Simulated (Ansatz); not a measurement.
The reference is TiAl (space group P4/mmm, No. 123; relaxed with 0.1 eV smearing).

```
CELL_PARAMETERS angstrom
      2.82407     0.00000     0.00000
      0.00000     2.82407     0.00000
      0.00000     0.00000     4.07475
ATOMIC_POSITIONS crystal
  Ti 0.00000 0.00000 0.00000
  Al 0.50000 0.50000 0.50000
```

Cartesian axes are those of the cell as printed.

Level of theory: PBE/PAW in Ansatz (an electronic-structure program), no spin-orbit coupling.

Perturbation: the cell is compressed by 2.50 % along z with no lateral relaxation, atoms relaxed at fixed cell.

Problem. Predict the stress tensor and what it implies for the stiffness.

Solution. Stress of the strained cell less that of the base (GPa, compression positive):
```
    2.3     0.0     0.0
    0.0     2.3     0.0
    0.0     0.0     4.3
```

Then −Δσ_ii/ε with ε = -0.0250 gives secant stiffness values (nonlinear terms included at this strain): C33 ≈ 172 GPa, C13 ≈ 93 GPa and C23 ≈ 93 GPa.

As a check, the harmonic strain energy −½ V₀ Δσ:ε is 5.5 meV/atom; the computed energy rise is 5.4 meV/atom.

No phonon test of stability was made. All final runs are without spin polarisation.
